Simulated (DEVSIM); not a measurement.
## abrupt Si p-n junction

System: abrupt Si p-n junction, at 300 K.

```
layer (left to right)  material  thickness (μm)  Nd (cm⁻³)  Na (cm⁻³)   τn (s)   τp (s)
---------------------  --------  --------------  ---------  ---------  -------  -------
1                            Si            1.00          -     4.2e16  0.00021  0.00021
2                            Si            35.0     3.3e14          -  0.00021  0.00021
```

Left contact: ohmic. Right contact: ohmic. Voltage is applied to the left contact. Recombination: SRH at mid-gap, radiative, Auger. Mobility is constant in doping.

The device is made up for the run: typed textbook-type constants, with dimensions and the other settings drawn at random. Values at 300 K.

```tsv
parameter	Si
gap (eV)	1.124
affinity (eV)	4.05
permittivity	11.7
Nc (cm⁻³)	2.86e19
Nv (cm⁻³)	3.1e19
μn (cm²/Vs)	1417
μp (cm²/Vs)	470
B (cm³/s)	4.7e-15
Cn (cm⁶/s)	2.8e-31
Cp (cm⁶/s)	9.9e-32
```

Simulated with DEVSIM: 1D drift-diffusion, Boltzmann statistics, complete ionisation; no tunnelling, impact ionisation, image-force lowering or self-heating.

* **Potential step across the device at zero bias**: 0.659 V
* **Largest field in the device at zero bias**: 13000 V/cm
* **Dark forward voltage at 1 A/cm²**: 0.584 V
* **Dark forward voltage at 100 A/cm²**: 1.056 V

Dark reverse current:

```tsv
V (V)	J (A/cm²)
-0.20	-5.4e-10
-0.50	-7.0e-10
-1.00	-9.1e-10
-1.50	-1.1e-9
-2.00	-1.2e-9
-3.00	-1.5e-9
-4.00	-1.7e-9
-5.00	-1.9e-9
-6.50	-2.1e-9
-8.00	-2.4e-9
-10.00	-2.6e-9
```

Dark forward current:

```tsv
V (V)	J (A/cm²)
0.05	2.3e-9
0.15	1.2e-7
0.30	4.0e-5
0.40	0.0019
0.55	0.42
0.65	4.0
0.75	15
0.90	47
1.00	79
1.10	120
1.25	190
1.35	240
1.50	330
1.60	380
```
